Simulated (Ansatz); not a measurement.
**HfFe2 (Fd-3m, No. 227; cell taken from a computed entry)**

All values below come from PBEsol (Ansatz, an electronic-structure program, PAW).

Settings: plane-wave cutoff 500 eV, 14×14×14 k mesh, Fermi–Dirac smearing 0.1 eV, spin-polarised start, scalar-relativistic PAW data made under PBE.

Cell (relaxed at this level):

Fe2Hf is taken in the cubic space group Fd-3m, origin choice 1 (No. 227), the cubic Laves (MgCu2 type) structure, Pearson symbol cF24. Cell: a = 6.8784 Å, b = 6.8784 Å, c = 6.8784 Å, α = 90.00°, β = 90.00°, γ = 90.00°. Hf on 8b is coordinated by 12 Fe at 2.852 Å and 4 Hf at 2.978 Å. Fe on 16c sees 6 Fe at 2.432 Å and 6 Hf at 2.852 Å. (Neighbours: up to the widest gap in distance over summed covalent radii, below 1.35, at either atom.)
(The calculation used a cell of 6 atoms; values per cell refer to that cell.)

```json
{
 "band_gap": "zero (no gap)"
}
```

Note: the magnetic order was assumed, not searched for or taken from measurement; a magnet's gap depends somewhat on the PAW data; the relaxation could not lower the start's symmetry, so the cell can be a saddle point above a distorted one.

Spin–orbit coupling is not included.

Computed values are for the static lattice.

Computing time: very roughly 4 core-minutes.
